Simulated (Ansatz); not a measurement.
# GaAs, response to strain

Base system: GaAs in the zinc blende structure (space group F-43m, No. 216; a = 5.6028 Å). Axes: x, y, z lie along the cube axes.

Strains are applied to the cell and any free atomic positions relax; under biaxial strain the out-of-plane vector relaxes too.

Method: LDA in Ansatz (plane waves to 420 eV, PAW, without spin-orbit coupling).

Candidates:
(a) biaxial strain +1.00 %, plane normal [001], relaxed out of plane
(b) biaxial strain −1.50 %, plane normal [001], relaxed out of plane
(c) biaxial strain +2.50 %, plane normal [001], relaxed out of plane
(d) biaxial strain −2.00 %, plane normal [001], relaxed out of plane

Notes on the quantities. energy relative to the base: free energy F.

### Question
Order them by energy relative to the base, highest first.

### Answer
(c) biaxial strain +2.50 %, plane normal [001], relaxed out of plane (+9.8 meV/atom), (d) biaxial strain −2.00 %, plane normal [001], relaxed out of plane (+7.0 meV/atom), (b) biaxial strain −1.50 %, plane normal [001], relaxed out of plane (+3.9 meV/atom), (a) biaxial strain +1.00 %, plane normal [001], relaxed out of plane (+1.6 meV/atom)

Whether these cells are dynamically stable was not tested.

Ansatz is a program for electronic structure.
